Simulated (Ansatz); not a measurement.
We consider SnC (model structure, started from the BN type, Pm-3n, No. 223, 12 atoms in the cell), described by PBE (PAW; Ansatz, an electronic-structure program).

Run with plane-wave cutoff 520 eV, 6×6×6 k mesh, Fermi–Dirac smearing 0.01 eV, scalar-relativistic PAW data made under PBE.

Cell (relaxed at this level):

SnC is taken in the cubic space group Pm-3n (No. 223), Pearson symbol cP12. Lattice parameters: a = 6.2424 Å, b = 6.2424 Å, c = 6.2424 Å, α = 90.00°, β = 90.00°, γ = 90.00°. Sn on 6c has 4 C at 2.207 Å and 2 Sn at 3.121 Å. C on 6d sees 4 Sn at 2.207 Å. (Neighbours: up to the widest gap in distance over summed covalent radii, below 1.35, at either atom; cation-cation and far metal-metal contacts left out.)

Give the computed band gap.


* **band gap**: 0.80 eV

Note: the relaxation could raise the start's symmetry but not lower it, so the cell can be a saddle point.

Spin–orbit coupling is not included.

Computed values are for the static lattice.

It cost very roughly 50 core-seconds of CPU time.

A model structure was made by putting elements into a prototype or built by hand; it is no filed structure, need not be a known phase, and can be a saddle point held by its symmetry.
